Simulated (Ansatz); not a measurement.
## Ga_Ge+Ga_Ge in germanium

Level of theory: PBE, PAW (plane waves to 420 eV; Ansatz, a quantum-chemistry and plane-wave program). Details: 64-site cell; 2×2×2 shifted k-points; start: the Ge site; Ge 2.49 Å away; the functional closes the host's gap; finite-size errors of tenths of an eV; relaxed from one start, so a lower configuration may exist.

Neighbours after relaxation, in Å: of the Ga atom: Ge 2.46, Ge 2.46, Ge 2.47, Ga 2.55; of the Ga atom: Ge 2.46, Ge 2.46, Ge 2.47, Ga 2.55.

Formation energies E_f are those of the neutral cell. Chemical conditions: host crystal and elements as references (Δμ(Ge) = 0.00 eV, Δμ(Ga) = 0.00 eV; Ga taken from its element, since no compound that bounds it was computed at this level; only phases computed here count, gases as isolated molecules at 0 K). Reference phases: Ga: alpha gallium, Ge: germanium.

| charge | moment (μB) | point group | largest move off a lattice site (Å) | E_f, host crystal and elements as references (eV) |
|---|---|---|---|---|
| 0 | not spin-polarised | D3d | 0.04 | 0.38 |

Point groups are those of the whole cell at tolerances of 0.03 and 0.1 Å ("near" where only the looser one holds); none is given for unsettled states.

All states together cost roughly 30 core-minutes.
